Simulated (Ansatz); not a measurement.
Start from InP in the zinc blende structure (space group F-43m, No. 216; a = 5.907 Å). Axes: x, y, z lie along the cube axes.

One thing is altered: uniaxial stress, 5 GPa compression along z, with the cell and atoms free to relax against it.

Levels (all Ansatz, a program for electronic structure, PAW, earlier PAW set): r2SCAN (500 eV, no spin-orbit coupling); HSE06 (420 eV, scalar-relativistic without spin-orbit coupling); HSE06+SOC (420 eV, with spin-orbit coupling).

One geometry, relaxed with r2SCAN, under each level:

The valence-band top lists the three highest levels at Γ (Kramers pairs under SOC), from the VBM.

```csv
level,band gap,lowest conduction level above the VBM at special points,valence-band top at Γ
r2SCAN,0.71 eV,Γ 0.71 eV; M 1.11 eV; N 1.13 eV,"0.00, -0.63, -0.63 eV"
HSE06,1.02 eV,Γ 1.02 eV; M 1.46 eV; N 1.51 eV,–
HSE06+SOC,1.02 eV,Γ 1.02 eV; M 1.46 eV; N 1.51 eV,"0.00, -0.60, -0.71 eV"
```

Single points use the geometry relaxed with r2SCAN. The spin-orbit shifts are approximate. Load acts through the strain it causes; cell and atoms are relaxed under it. Beyond what the load breaks, stability against distortions was not tested. Labels are those of the standard path for the cell's own space group.
